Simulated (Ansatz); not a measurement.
**SrTiO3 under a change: pressure 3 GPa**

Take SrTiO₃ in the cubic perovskite structure (space group Pm-3m, No. 221; a = 3.936 Å) as the base.

One thing is altered: a hydrostatic pressure of 3 GPa.

The values are results of Kohn–Sham DFT with the PBE functional, run in Ansatz (an electronic-structure program) with PAW and 420 eV plane waves, scalar-relativistic without spin-orbit coupling, earlier PAW set, not measurements. k-mesh 8×8×8 (Γ-centred); smearing 0.05 eV (Fermi–Dirac).

```csv
quantity,base,changed,shift
density,4.99 g/cm³,5.08 g/cm³,+0.09 g/cm³
shortest interatomic distance,3.719 bohr,3.699 bohr,-0.0209 bohr
enthalpy H = E + PV relative to the base's energy,–,+0.23 eV/atom,–
band gap (an upper bound: an edge found on the path is not a true extremum; the changed cell),1.85 eV,1.88 eV,+0.03 eV
```

Final structure:

```xyz
5
Lattice="3.9144 0.0000 0.0000 0.0000 3.9144 0.0000 0.0000 0.0000 3.9144" Properties=species:S:1:pos:R:3 pbc="T T T"
Sr     0.0000     0.0000     0.0000
Ti     1.9572     1.9572     1.9572
O      0.0000     1.9572     1.9572
O      1.9572     1.9572     0.0000
O      1.9572     0.0000     1.9572
```

Load acts through the strain it causes; cell and atoms are relaxed under it. Stability against distortions was not tested. The final runs are not spin-polarised. Many cubic perovskites are stable only at high temperature; tilts and polar distortions were not tested.
